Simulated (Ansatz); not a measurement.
The starting structures come from a database of crystals and need not be the phases stable at ambient conditions.

Inside the gap of an insulator the Bloch states are evanescent, with a wavenumber k + iκ along the transport direction.

Input:

```
CELL_PARAMETERS angstrom
      5.83883     0.00000     0.00000
     -0.03676     8.29080     0.00000
      0.00000     0.00000     5.94589
ATOMIC_POSITIONS crystal
  Sr 0.50962 0.75092 0.95837
  Sr 0.49038 0.24908 0.04163
  Sr 0.99038 0.74908 0.45837
  Sr 0.00962 0.25092 0.54163
  Ca 0.50000 0.00000 0.50000
  Ca 0.00000 0.50000 0.00000
  W  0.50000 0.50000 0.50000
  W  0.00000 0.00000 0.00000
  O  0.58469 0.27287 0.47181
  O  0.41531 0.72713 0.52819
  O  0.91531 0.22713 0.97181
  O  0.08469 0.77287 0.02819
  O  0.76931 0.54151 0.68817
  O  0.23069 0.45849 0.31183
  O  0.73069 0.95849 0.18817
  O  0.26931 0.04151 0.81183
  O  0.68379 0.54868 0.23088
  O  0.31621 0.45132 0.76912
  O  0.81621 0.95132 0.73088
  O  0.18379 0.04868 0.26912
```

Space group of this cell: P2_1/c. The cell is taken as given; by PBEsol its mean pressure is -7.5 GPa.

Transport runs along the normal of the first two printed cell vectors.

No gap correction and no spin-orbit coupling; mid-gap values are interpolated between computed energies.

Question: Compute, with PBEsol in Ansatz (a program for electronic structure), the band gap and the smallest decay constant κ at mid-gap.

Answer: Gap 3.00 eV on a 6×4×6 mesh; κ = 0.315 1/Å, at the zone centre.
